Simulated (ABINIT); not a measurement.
**Input and output of a self-consistent single point for PdAu₃ (Pm-3m, 4 atoms in the cell) (ABINIT)**

Level of theory: PBEsol, PAW (JTH v2.0 PBE PAW, files made for PBE) (plane waves; ABINIT).

Input as run:

```
# PdAu3, JTH v2.0 PBE PAW
pp_dirpath "./"
pseudos "Pd.GGA_PBE-JTH.xml, Au.GGA_PBE-JTH.xml"
acell 7.6932262314 7.6932262314 7.6932262314
rprim
         1.0000000000    0.0000000000    0.0000000000
         0.0000000000    1.0000000000    0.0000000000
         0.0000000000    0.0000000000    1.0000000000
natom 4
ntypat 2
znucl 46 79
typat 1 2 2 2
xcart
         0.0000000000    0.0000000000    0.0000000000
         0.0000000000    2.0355400000    2.0355400000
         2.0355400000    0.0000000000    2.0355400000
         2.0355400000    2.0355400000    0.0000000000
      Angstrom
ecut 26
pawecutdg 52
pawxcdev 0
ixc -116133
occopt 7
tsmear 0.272 eV
nband 34
kptopt 1
ngkpt 11 11 11
nshiftk 1
shiftk 0 0 0
nstep 80
tolvrs 1.0e-12
prtwf 0
prtden 0
prtvol 1
enunit 1
```

The program printed (abridged):

```
 Symmetries : space group Pm -3 m (#221); Bravais cP (primitive cubic)

 -outvars: echo values of preprocessed input variables --------
            acell      7.6932262314E+00  7.6932262314E+00  7.6932262314E+00 Bohr
             ecut      2.60000000E+01 Hartree
           enunit           1
              ixc     -116133
         kptrlatt       11    0    0      0   11    0      0    0   11
          kptrlen      8.46254885E+01
            natom           4
            nband          34
            ngfft          36      36      36
          ngfftdg          50      50      50
             nkpt          56
            nstep          80
             nsym          48
           ntypat           2
           occopt           7
        pawecutdg      5.20000000E+01 Hartree
         pawxcdev           0
          spgroup         221
           tolvrs      1.00000000E-12
           tsmear      9.99581651E-03 Hartree
            typat      1  2  2  2
           useylm           1
             xred      0.0000000000E+00  0.0000000000E+00  0.0000000000E+00
                       0.0000000000E+00  5.0000000000E-01  5.0000000000E-01
                       5.0000000000E-01  0.0000000000E+00  5.0000000000E-01
                       5.0000000000E-01  5.0000000000E-01  0.0000000000E+00
            znucl       46.00000   79.00000

== DATASET  1 ==================================================================

 Real(R)+Recip(G) space primitive vectors, cartesian coordinates (Bohr,Bohr^-1):
 R(1)=  7.6932262  0.0000000  0.0000000  G(1)=  0.1299845  0.0000000  0.0000000
 R(2)=  0.0000000  7.6932262  0.0000000  G(2)=  0.0000000  0.1299845  0.0000000
 R(3)=  0.0000000  0.0000000  7.6932262  G(3)=  0.0000000  0.0000000  0.1299845
 Unit cell volume ucvol=  4.5532921E+02 bohr^3
 Angles (23,13,12)=  9.00000000E+01  9.00000000E+01  9.00000000E+01 degrees

 Coarse grid specifications (used for wave-functions):

 getcut: wavevector=  0.0000  0.0000  0.0000  ngfft=  36  36  36
         ecut(hartree)=     26.000   => boxcut(ratio)=   2.03865

 Fine grid specifications (used for densities):

 getcut: wavevector=  0.0000  0.0000  0.0000  ngfft=  50  50  50
         ecut(hartree)=     52.000   => boxcut(ratio)=   2.00214

   7.70812447E+03                                ecore*ucvol(ha*bohr**3)

 newkpt: prtvol=0 or 1, do not print more k-points.
_setup2: Arith. and geom. avg. npw (full set) are    2882.415    2882.404

--- !BeginCycle
solver: {iscf: 17, nstep: 80, nline: 4, wfoptalg: 10, }
tolerances: {tolvrs: 1.00E-12, }
...

     iter   Etot(hartree)      deltaE(h)  residm     nres2
 ETOT  1  -223.35961255140    -2.234E+02 6.176E+01 7.727E+01
 ETOT  2  -231.50629449318    -8.147E+00 9.606E-02 3.749E+01
 ETOT  3  -231.40690129190     9.939E-02 4.570E-02 1.618E+01
 ETOT  4  -231.41191560858    -5.014E-03 2.175E-02 5.099E+00
 ETOT  5  -231.41414270871    -2.227E-03 9.878E-03 4.533E+00
 ETOT  6  -231.40249790855     1.164E-02 8.408E-03 1.799E-01
   [... 21 lines left out ...]
 ETOT 28  -231.40511099701    -2.672E-12 3.170E-04 1.522E-10
 ETOT 29  -231.40511099702    -1.137E-12 3.325E-04 2.450E-11
 ETOT 30  -231.40511099702    -8.527E-14 3.027E-04 4.315E-12
 ETOT 31  -231.40511099702    -9.663E-13 3.117E-04 1.778E-12
 ETOT 32  -231.40511099701     4.889E-12 2.716E-04 5.496E-13

 At SCF step   32       nres2   =  5.50E-13 < tolvrs=  1.00E-12 =>converged.

 Cartesian components of stress tensor (hartree/bohr^3)
  sigma(1 1)=  1.67678793E-04  sigma(3 2)=  0.00000000E+00
  sigma(2 2)=  1.67678793E-04  sigma(3 1)=  0.00000000E+00
  sigma(3 3)=  1.67678793E-04  sigma(2 1)=  0.00000000E+00

 ----iterations are completed or convergence reached----

 reduced coordinates (array xred) for    4 atoms
       0.000000000000      0.000000000000      0.000000000000
       0.000000000000      0.500000000000      0.500000000000
       0.500000000000      0.000000000000      0.500000000000
       0.500000000000      0.500000000000      0.000000000000
 cartesian forces (eV/Angstrom) at end:
    1     -0.00000000000000    -0.00000000000000    -0.00000000000000
    2     -0.00000000000000    -0.00000000000000    -0.00000000000000
    3     -0.00000000000000    -0.00000000000000    -0.00000000000000
    4     -0.00000000000000    -0.00000000000000    -0.00000000000000
 frms,max,avg= 0.0000000E+00 0.0000000E+00   0.000E+00  0.000E+00  0.000E+00 e/A
 length scales=  7.693226231400  7.693226231400  7.693226231400 bohr
              =  4.071079982184  4.071079982184  4.071079982184 angstroms
 Fermi (or HOMO) energy (eV) =   7.85773   Average Vxc (eV)= -11.96895
 Eigenvalues (   eV  ) for nkpt=  56  k points:
 kpt#   1, nband= 34, wtk=  0.00075, kpt=  0.0000  0.0000  0.0000 (reduced coord)
 -75.72028  -41.48871  -41.48871  -41.48871   -1.15960    1.30659    1.68908    1.68908
   1.79280    1.79280    1.79280    3.99027    3.99027    3.99027    5.35640    5.35640
   6.27435    6.60516    6.60516    6.60516    7.09660    7.09660    7.54029    7.54029
   7.54029    9.60913    9.60913    9.60913   14.10655   14.10655   16.45329   18.64783
  18.64783   18.64783
 prteigrs : prtvol=0 or 1, do not print more k-points.

--- !EnergyTerms
comment             : Components of total free energy in Hartree
kinetic             :  4.09029070439699E+01
hartree             :  3.19881979060179E+01
xc                  : -1.31567127452985E+01
Ewald energy        : -1.99147242497089E+02
psp_core            :  1.69286843675456E+01
local_psp           : -1.05852200068493E+02
spherical_terms     : -3.06671057424814E+00
internal            : -2.31403076567596E+02
'-kT*entropy'       : -2.03404739258833E-03
total_energy        : -2.31405110614988E+02
total_energy_eV     : -6.29685329211021E+03
...

-Cartesian components of stress tensor (GPa)         [Pressure= -4.9333E+00 GPa]
- sigma(1 1)=  4.93327959E+00  sigma(3 2)=  0.00000000E+00
- sigma(2 2)=  4.93327959E+00  sigma(3 1)=  0.00000000E+00
- sigma(3 3)=  4.93327959E+00  sigma(2 1)=  0.00000000E+00

 Calculation completed.
```

The run converged in 32 iterations.

The starting cell comes from a database of computed structures (which also holds hypothetical and non-ambient phases and stackings), without a prior relaxation at this level. Spin polarisation is off. The potentials were made for another functional than the one used. With a pressure of about -5 GPa the cell is away from its equilibrium volume at this level.

Cost on one core of a shared machine: roughly 10 min.
